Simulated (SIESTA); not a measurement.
**Worked example: self-consistent single point of Cs₂YCuCl₆ (Fm-3m, 10 atoms in the cell) in SIESTA**

Level of theory: LDA PW92, numerical atomic orbitals TZP, PseudoDojo LDA standard norm-conserving potentials (rewritten from UPF to PSML) (SIESTA).

The input file:

```
# files in the folder: Cs.psml Y.psml Cu.psml Cl.psml (PseudoDojo LDA standard)
SystemName  Cs2YCuCl6
SystemLabel cs2ycucl6

NumberOfAtoms                10
NumberOfSpecies              4
%block ChemicalSpeciesLabel
  1 55 Cs
  2 39 Y
  3 29 Cu
  4 17 Cl
%endblock ChemicalSpeciesLabel
LatticeConstant              7.326766 Ang
%block LatticeVectors
     0.000000000    0.707106792    0.707106792
     0.707106792    0.000000000    0.707106792
     0.707106792    0.707106792    0.000000000
%endblock LatticeVectors
AtomicCoordinatesFormat      Fractional
%block AtomicCoordinatesAndAtomicSpecies
     0.750000000    0.750000000    0.750000000  1
     0.250000000    0.250000000    0.250000000  1
     0.500000000    0.500000000    0.500000000  2
     0.000000000    0.000000000    0.000000000  3
     0.752340000    0.247660000    0.247660000  4
     0.247660000    0.752340000    0.752340000  4
     0.247660000    0.752340000    0.247660000  4
     0.752340000    0.247660000    0.752340000  4
     0.247660000    0.247660000    0.752340000  4
     0.752340000    0.752340000    0.247660000  4
%endblock AtomicCoordinatesAndAtomicSpecies

XC.functional                LDA
XC.authors                   PW92
PAO.BasisSize                TZP
PAO.EnergyShift              0.01 Ry
MeshCutoff                   350 Ry
%block kgrid.MonkhorstPack
    5   0   0  0.0
    0   5   0  0.0
    0   0   5  0.0
%endblock kgrid.MonkhorstPack
OccupationFunction           FD
ElectronicTemperature        10 K

MaxSCFIterations             150
SCF.Mixer.Method             Broyden
SCF.Mixer.Weight             0.25
SCF.Mixer.History            6
SCF.DM.Tolerance             1.0E-05
Diag.ParallelOverK           true
WriteForces                  true
```

The program printed (abridged):

```
reinit: Reading from file input.fdf

reinit: System Name: Cs2YCuCl6
reinit: System Label: cs2ycucl6

coor:   Atomic-coordinates input format  =     Fractional

siesta: Atomic coordinates (Bohr) and species
siesta:     14.68546  14.68546  14.68546  1        1
siesta:      4.89515   4.89515   4.89515  1        2
siesta:      9.79030   9.79030   9.79030  2        3
siesta:      0.00000   0.00000   0.00000  3        4
siesta:      4.84933   9.79030   9.79030  4        5
siesta:     14.73128   9.79030   9.79030  4        6
siesta:      9.79030   4.84933   9.79030  4        7
siesta:      9.79030  14.73128   9.79030  4        8
siesta:      9.79030   9.79030   4.84933  4        9
siesta:      9.79030   9.79030  14.73128  4       10

siesta: System type = bulk

initatomlists: Number of atoms, orbitals, and projectors:     10   172   180

siesta: ******************** Simulation parameters ****************************
redata: Spin configuration                          = none
redata: Time-Reversal Symmetry                      = T
redata: Number of Atomic Species                    =        4
redata: Mesh Cutoff                                 =   350.0000 Ry
redata: Net charge of the system                    =     0.0000 |e|
redata: Min. number of SCF Iter                     =        0
redata: Max. number of SCF Iter                     =      150
redata: SCF convergence failure will abort job
redata: SCF mix quantity                            = Hamiltonian
redata: Mix DM or H after convergence               =   F
redata: Recompute H after scf cycle                 =   F
redata: Mix DM in first SCF step                    =   T
redata: No kicks to SCF
redata: DM Mixing Weight for Kicks                  =     0.5000
redata: Require Harris convergence for SCF          =   F
redata: Harris energy tolerance for SCF             =     0.000100 eV
redata: Require DM convergence for SCF              =   T
   [... lines left out ...]
diag: Parallel distribution                         =     1 x     1
diag: Used triangular part                          = Lower
diag: Absolute tolerance                            =  0.100E-15
diag: Orthogonalization factor                      =  0.100E-05
diag: Memory factor                                 =  1.0000

superc: Internal auxiliary supercell:     5 x     5 x     5  =     125
superc: Number of atoms, orbitals, and projectors:   1250  21500  22500

                        Single-point calculation

superc: Internal auxiliary supercell:     5 x     5 x     5  =     125
superc: Number of atoms, orbitals, and projectors:   1250  21500  22500

outcell: Unit cell vectors (Ang):
        0.000000    5.180806    5.180806
        5.180806    0.000000    5.180806
        5.180806    5.180806    0.000000

outcell: Cell vector modules (Ang)   :    7.326766    7.326766    7.326766
outcell: Cell angles (23,13,12) (deg):     60.0000     60.0000     60.0000
outcell: Cell volume (Ang**3)        :    278.1134
new_DM -- step:     1
Initializing Density Matrix...

Attempting to read DM from file... Failed...
DM filled with atomic data:

InitMesh: MESH = 72 x 72 x 72 = 373248
InitMesh: Mesh cutoff (required, used) =   350.000   400.344 Ry

stepf: Fermi-Dirac step function
        iscf     Eharris(eV)        E_KS(eV)     FreeEng(eV)     dDmax    Ef(eV) dHmax(eV)
   scf:    1    -7708.586328    -9392.346709    -9392.346885  3.852225  0.485082204.935858
   scf:    2    -9183.539432   -10040.283009   -10040.283009  2.904173 -6.920908104.475978
   scf:    3   -10288.825585   -10182.818639   -10182.818639  1.132309 -6.325106 61.125115
   scf:    4   -10242.701245   -10215.974744   -10215.974744  1.113436 -6.992091 36.482198
   scf:    5   -10240.279534   -10230.226413   -10230.226413  0.769455 -5.295349 12.197467
   scf:    6   -10233.300012   -10232.392025   -10232.392025  0.408453 -3.176055  1.085088
   [... 7 lines left out ...]
   scf:   14   -10232.440028   -10232.440028   -10232.440028  0.000060 -3.138372  0.000704
   scf:   15   -10232.440028   -10232.440028   -10232.440028  0.000028 -3.138479  0.000534
   scf:   16   -10232.440028   -10232.440028   -10232.440028  0.000020 -3.138558  0.000394
   scf:   17   -10232.440028   -10232.440028   -10232.440028  0.000014 -3.138616  0.000271
   scf:   18   -10232.440028   -10232.440028   -10232.440028  0.000009 -3.138653  0.000194
SCF Convergence by DM+H criterion
max |DM_out - DM_in|         :     0.0000088576
max |H_out - H_in|      (eV) :     0.0001937891
SCF cycle converged after 18 iterations

Using DM_out to compute the final energy and forces

siesta: E_KS(eV) =           -10232.4400

siesta: E_KS - E_eggbox =    -10232.4400

siesta: Atomic forces (eV/Ang):
     1    0.000000    0.000000   -0.000000
     2   -0.000000   -0.000000   -0.000000
     3   -0.000000    0.000000   -0.000000
     4   -0.000000    0.000000    0.000000
     5   -0.187482   -0.000000   -0.000000
     6    0.187482    0.000000    0.000000
     7   -0.000000   -0.187482   -0.000000
     8    0.000000    0.187482    0.000000
     9   -0.000000   -0.000000   -0.187482
    10    0.000000    0.000000    0.187482
   Tot   -0.000000    0.000000   -0.000000
   Max    0.187482
   Res    0.083844    sqrt( Sum f_i^2 / 3N )
   Max    0.187482    constrained

Stress tensor Voigt[x,y,z,yz,xz,xy] (kbar):       40.22       40.22       40.22       -0.00       -0.00       -0.00
(Free)E + p*V (eV/cell)   -10239.4211
Target enthalpy (eV/cell)   -10232.4400

siesta: Program's energy decomposition (eV):
siesta: Ebs     =     -1771.264662
siesta: Eions   =     14809.236679
siesta: Ena     =      2797.394859
siesta: Ekin    =      3897.670723
siesta: Enl     =      -254.423840
siesta: Eso     =         0.000000
siesta: Edftu   =         0.000000
siesta: DEna    =        83.831383
siesta: DUscf   =         2.852271
siesta: DUext   =         0.000000
siesta: Ex      =     -1755.284368
siesta: Ec      =      -195.244377
siesta: Exc     =     -1950.528745
siesta: Eharris =    -10232.440028
siesta: Etot    =    -10232.440028
siesta: FreeEng =    -10232.440028

siesta: Atomic forces (eV/Ang):
siesta:      1    0.000000    0.000000   -0.000000
siesta:      2   -0.000000   -0.000000   -0.000000
siesta:      3   -0.000000    0.000000   -0.000000
siesta:      4   -0.000000    0.000000    0.000000
siesta:      5   -0.187482   -0.000000   -0.000000
siesta:      6    0.187482    0.000000    0.000000
siesta:      7   -0.000000   -0.187482   -0.000000
siesta:      8    0.000000    0.187482    0.000000
siesta:      9   -0.000000   -0.000000   -0.187482
siesta:     10    0.000000    0.000000    0.187482
siesta: ----------------------------------------
siesta:    Tot   -0.000000    0.000000   -0.000000

siesta: Stress tensor (static) (eV/Ang**3):
siesta:     0.025101   -0.000000   -0.000000
siesta:    -0.000000    0.025101   -0.000000
siesta:    -0.000000   -0.000000    0.025101

siesta: Cell volume =        278.113446 Ang**3

siesta: Pressure (static):
siesta:                Solid            Molecule  Units
siesta:          -0.00027339         -0.00031178  Ry/Bohr**3
siesta:          -0.02510140         -0.02862657  eV/Ang**3
siesta:         -40.21687446        -45.86482333  kBar
```

The run converged in 18 iterations.

The starting cell comes from a database of computed structures (which also holds hypothetical and non-ambient phases and stackings), without a prior relaxation at this level. Its lattice was rescaled by a random factor within 2.5 % of one. Values carry the incompleteness of an atom-centred basis. With a pressure of about -4 GPa the cell is away from its equilibrium volume at this level.

Cost on one core of a shared machine: roughly 2 min.
